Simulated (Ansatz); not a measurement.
Results of LDA (Ansatz, a quantum-chemistry and plane-wave program, PAW) for Os3Ru (model structure, started from the A15 type, Pm-3n, No. 223, 8 atoms in the cell).

Numerical settings: plane-wave cutoff 520 eV, 12×12×12 k mesh, Fermi–Dirac smearing 0.05 eV, no spin polarisation, scalar-relativistic PAW data made under PBE.

Cell (relaxed at this level):

```xyz
8
Lattice="4.8183 0.0000 0.0000 0.0000 4.8183 0.0000 0.0000 0.0000 4.8183" Properties=species:S:1:pos:R:3 pbc="T T T"
Os     1.2046     0.0000     2.4091
Os     3.6137     0.0000     2.4091
Os     0.0000     2.4091     1.2046
Os     0.0000     2.4091     3.6137
Os     2.4091     1.2046     0.0000
Os     2.4091     3.6137     0.0000
Ru     0.0000     0.0000     0.0000
Ru     2.4091     2.4091     2.4091
```

Estimate the bulk modulus that the calculation returns.


* **bulk modulus**: 389 GPa

Note: the run has no spin polarisation, so it can have missed a magnetic state; the bulk modulus is −V dP/dV from two relaxed cells at ±2 % in volume; the relaxation could raise the start's symmetry but not lower it, so the cell can be a saddle point.

Spin–orbit coupling is not included.

Computed values are for the static lattice.

Computing time: about 6 core-minutes (a rough figure).

A model structure was made by putting elements into a prototype or built by hand; it is no filed structure, need not be a known phase, and can be a saddle point held by its symmetry.
